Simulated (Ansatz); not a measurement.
Levels about the gap of amorphous Si₁₈B₆O₄₅ (69 atoms in a cell of 935 Å³, 2.29 g/cm³; zone centre alone, so wide bands show as single levels with stretches between that a denser mesh fills), at the geometry that PBE relaxed, where it gives 2.7 GPa on a denser mesh. The participation number counts the atoms over which a state spreads; weights are charges in smoothed Voronoi cells. The levels come from a single point, so bond lengths are those of that geometry. Method of the levels: PBE, scalar-relativistic without spin-orbit coupling (Ansatz, a first-principles code). Sampling: the zone centre alone; Fermi-Dirac width 0.02 eV; no spin polarisation.

Preparation: random packing, a CHGNet melt and quench, and a DFT relaxation. O atoms were pushed apart under 1.9 Å during the dynamics, to hinder bonds among them. The hot cell started wider than the set density and was brought back towards it in steps. It is the lowest in DFT energy of 2 quenches. It is a model cell: composition and starting density were chosen by hand, and all elements were melted together. No dispersion term was used. Its density started from a set value of 2.29 and ended at 2.29 g/cm³. The simulated quench (nominally 180 K/ps over its main leg) is rapid and tends to freeze in more defects than a deposited or slowly cooled glass has. One small periodic cell is one sample of the glass; other quenches scatter about these values. The volume was held where the preparation left it, at a PBE pressure of 2.7 GPa. Stress components on the final sampling reach 4.1 GPa.

```csv
"E - E(highest filled), eV",filling,participation number,largest on,weight O,weight B,weight Si
-0.42,filled,28.5,"O, 2 neighbours",0.96,0.01,0.03
-0.38,filled,25.0,"O, 2 neighbours",0.95,0.02,0.03
-0.23,filled,12.3,"O, 2 neighbours",0.95,0.03,0.02
-0.18,filled,13.7,"O, 2 neighbours",0.96,0.01,0.03
-0.10,filled,13.9,"O, 2 neighbours",0.96,0.01,0.03
-0.08,filled,11.2,"O, 2 neighbours",0.95,0.02,0.03
0.00,filled,14.4,"O, 2 neighbours",0.96,0.01,0.03
5.52,empty,59.2,"O, 2 neighbours",0.72,0.05,0.23
6.72,empty,8.0,"B, 3 neighbours",0.41,0.50,0.08
6.97,empty,25.2,"B, 3 neighbours",0.52,0.29,0.19
7.12,empty,25.8,"B, 3 neighbours",0.56,0.27,0.17
```

Most localised among these is the empty level at +6.72 eV, on a B atom, which has 3 neighbours (O 1.37 Å, O 1.38 Å, O 1.38 Å).
